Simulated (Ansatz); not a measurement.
The reference is TaC in the rock salt structure (space group Fm-3m, No. 225; a = 4.440 Å).

Structures relaxed with PBEsol (Ansatz, a quantum-chemistry and plane-wave program), scalar-relativistic without spin-orbit coupling.

Base:

Simulated powder pattern, Cu Kα1, λ = 1.54056 Å (kinematic, ideal powder, no thermal factors, no anomalous dispersion; the 14 strongest lines at most, above 2 %, up to 2θ = 90°):

```
2θ (°)  I/Imax (%)    hkl
------  ----------  -----
34.97          100  (111)
40.60           63  (200)
58.77           43  (220)
70.25           43  (311)
73.88           15  (222)
87.89          7.4  (400)
```

Now apply this change: Te takes the place of C on all its sites; the structure is relaxed again.

Question: Where do the lines fall after the change?

Answer: 
Simulated powder pattern, Cu Kα1, λ = 1.54056 Å (kinematic, ideal powder, no thermal factors, no anomalous dispersion; the 14 strongest lines at most, above 2 %, up to 2θ = 90°):

| 2θ (°) | I/Imax (%) | hkl |
|---|---|---|
| 27.45 | 6.7 | (111) |
| 31.80 | 100 | (200) |
| 45.59 | 75 | (220) |
| 54.04 | 3.9 | (311) |
| 56.65 | 26 | (222) |
| 66.44 | 12 | (400) |
| 75.55 | 34 | (420) |
| 84.29 | 26 | (422) |

The indices refer to each structure's own conventional cell; one index is shown for lines that coincide.

Stability against distortions was not tested. As relaxed here, TaTe is a hypothetical phase, not in the database extracts checked. All final runs are without spin polarisation. An odd electron count without spin: TaTe and TaC. TaTe has a high density of states at the Fermi level and may be magnetic at this level.
